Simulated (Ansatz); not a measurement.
Subject: the formation energy of the neutral V_O in ZnO (wurtzite, P6₃mc). Reaction: 48 ZnO (wurtzite) → cell A + 1/2 O2 (gas).

Cell A: a supercell of 96 sites of ZnO (wurtzite, P6₃mc) with one empty O site amid 4 Zn; spin state with PBE: run without spin, k-point mesh 3×2×2.
```xyz
95
Lattice="9.8397 0.0000 0.0000 0.0000 11.3619 0.0000 0.0000 0.0000 10.5882" Properties=species:S:1:pos:R:3 pbc="T T T"
Zn     1.6464     0.9440     2.6528
Zn     9.8397     1.8888     0.0023
O      1.6587     0.9424     4.6629
O      9.8397     1.8851     2.0135
Zn     0.0000     3.7827     2.6469
Zn     1.6428     4.7367    -0.0054
O      0.0000     3.7869     4.6592
O      1.6380     4.7343     2.0061
Zn     1.6456     0.9456     7.9378
Zn     9.8397     1.8796     5.2928
O      1.6442     0.9459     9.9492
O      9.8397     1.8888     7.3009
Zn     0.0000     3.7837     7.9433
Zn     1.6429     4.7392     5.3011
O      0.0000     3.7860     9.9523
O      1.6397     4.7348     7.3072
Zn     1.6419     6.6246     2.6574
Zn     9.8397     7.5719    -0.0041
O      1.6755     6.6402     4.6668
O      9.8397     7.5690     2.0107
Zn     0.0000     9.4681     2.6469
Zn     1.6464    10.4114    -0.0019
O      0.0000     9.4700     4.6544
O      1.6490    10.4081     2.0110
Zn     1.6519     6.6358     7.9304
Zn     9.8397     7.5747     5.2948
O      1.6508     6.6356     9.9474
O      9.8397     7.5730     7.3024
Zn     0.0000     9.4702     7.9412
Zn     1.6599    10.3922     5.2929
O      0.0000     9.4694     9.9509
O      1.6464    10.4096     7.3012
Zn     4.9198     0.9495     2.6465
Zn     3.2815     1.9019    -0.0013
O      4.9198     0.9429     4.6558
O      3.2814     1.9063     2.0110
Zn     3.2802     3.7983     2.6563
Zn     4.9198     4.7510     0.0379
O      3.3156     3.8358     4.6655
O      4.9198     4.7793     2.0523
Zn     4.9198     0.9467     7.9431
Zn     3.2953     1.9249     5.2951
O      4.9198     0.9452     9.9519
O      3.2836     1.9033     7.3024
Zn     3.2958     3.8017     7.9307
Zn     4.9198     4.9317     5.2322
O      3.2933     3.7985     9.9472
O      4.9198     4.7598     7.2509
Zn     4.9198     6.6271     2.8614
Zn     3.2914     7.5650     0.0385
O      3.3159     7.5497     2.0546
Zn     3.2880     9.4616     2.6556
Zn     4.9198    10.4096    -0.0064
O      3.3009     9.4125     4.6642
O      4.9198    10.4168     2.0052
Zn     4.9198     6.6290     7.9577
Zn     3.4295     7.4795     5.2351
O      4.9198     6.6291     9.9519
O      3.2973     7.5610     7.2528
Zn     3.2824     9.4474     7.9313
Zn     4.9198    10.4089     5.3000
O      3.2815     9.4498     9.9474
O      4.9198    10.4134     7.3069
Zn     8.1933     0.9440     2.6528
Zn     6.5582     1.9019    -0.0013
O      8.1810     0.9424     4.6629
O      6.5583     1.9063     2.0110
Zn     6.5595     3.7983     2.6563
Zn     8.1969     4.7367    -0.0054
O      6.5241     3.8358     4.6655
O      8.2016     4.7343     2.0061
Zn     8.1941     0.9456     7.9378
Zn     6.5444     1.9249     5.2951
O      8.1955     0.9459     9.9492
O      6.5561     1.9033     7.3024
Zn     6.5439     3.8017     7.9307
Zn     8.1968     4.7392     5.3011
O      6.5464     3.7985     9.9472
O      8.2000     4.7348     7.3072
Zn     8.1978     6.6246     2.6574
Zn     6.5483     7.5650     0.0385
O      8.1642     6.6402     4.6668
O      6.5238     7.5497     2.0546
Zn     6.5517     9.4616     2.6556
Zn     8.1933    10.4114    -0.0019
O      6.5387     9.4125     4.6642
O      8.1907    10.4081     2.0110
Zn     8.1878     6.6358     7.9304
Zn     6.4102     7.4795     5.2351
O      8.1889     6.6356     9.9474
O      6.5424     7.5610     7.2528
Zn     6.5573     9.4474     7.9313
Zn     8.1798    10.3922     5.2929
O      6.5582     9.4498     9.9474
O      8.1933    10.4096     7.3012
```

Reference: ZnO (wurtzite, P6₃mc), 96 atoms in the cell, the relaxed perfect crystal repeated, atoms not moved again, k-point mesh 3×2×2 on the run's own vectors.

Reference: an isolated O2 molecule (triplet) in a box of 11 × 11 × 13 Å.

All numbers come from Ansatz (a program for electronic structure), plane waves with PAW, its PAW set soft_1, cutoff 420 eV, 500 eV for r2SCAN. The structures are at rest with PBE, within the held lattices; other levels are single points on them. Neutral cells; Fermi-Dirac smearing of at most 0.05 eV in the solids, energies taken to zero width. The lattices are those relaxed with PBE, so at other levels the solids can be strained, which adds to the spread. Larger cells are relaxed from a start prepared with the learned potential CHGNet, on a coarser mesh till forces fall under 0.03 eV/Å, which some starts already meet. A dispersion term (D3(BJ), or D4 for r2SCAN) was computed beside these levels and is taken off wherever the name lacks it. Space groups of crystals are read within 0.01 Å. Static lattices, no vibrational contributions. No structure search was made; lower ones may exist. Values are for these cell sizes. Mesh and cell size may move defect energies by 0.1 eV or more. The value holds for the reservoirs listed; other chemical potentials shift it. Cell A has symmetry Pm within 0.02 Å and got no random move, so less symmetric positions, which may lie lower, weren't tried.

Estimate the value that PBE returns for this input.

3.64 eV, for 48 ZnO (wurtzite) → cell A + 1/2 O2 (gas).

List the value at the remaining levels and say how far they part.


```
Method  value (eV)  less PBE
------  ----------  --------
r2SCAN        4.40      0.76
```

The levels shown span 0.76 eV, from PBE (3.64) to r2SCAN (4.40).
